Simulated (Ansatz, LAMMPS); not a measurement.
Σ25 (001) twist, annealed from start 1, in Ge (diamond structure)

Cell 20.37 × 20.37 × 28.78 Å, Ge484, 484 atoms. Prepared with Tersoff's 1989 multicomponent potential (SiCGe.tersoff) run with LAMMPS: 40 ps at 1300 K, cooling over 40 ps and minimisation with the cell free along the normal, at the potential's lattice parameter; then scaled to the PBE one. 

The numbers are results of PBE, support functions at accuracy medium on the grid of 370 eV (norm-conserving potentials; Ansatz, a program for electronic structure), not measurements.

Basis: localised support functions (accuracy medium) on a full density matrix. k-points: zone centre alone; occupations: Fermi-Dirac, 0.020 eV; spin polarisation not allowed. Scalar-relativistic, no spin-orbit coupling.

```yaml
energy over the perfect crystal(s), per atom: 95 meV/atom
boundary energy (mean of two; the reference samples k-space alike but not identically): 0.89 J/m²
electronic_character_of_the_cell: no gap resolved at this smearing
coordination (neighbours within 2.976 Å): 2.5 % 3-fold, 95.9 % 4-fold, 1.7 % 5-fold
Ge-Ge bonds, mean ± spread: 2.524 ± 0.064 Å
bond angles, mean ± spread: 109.2° ± 8.0°
pressure: -0.69 GPa
cost_of_the_final_run: around 21 core-minutes (rough), 14 SCF iterations, 10 GiB
```
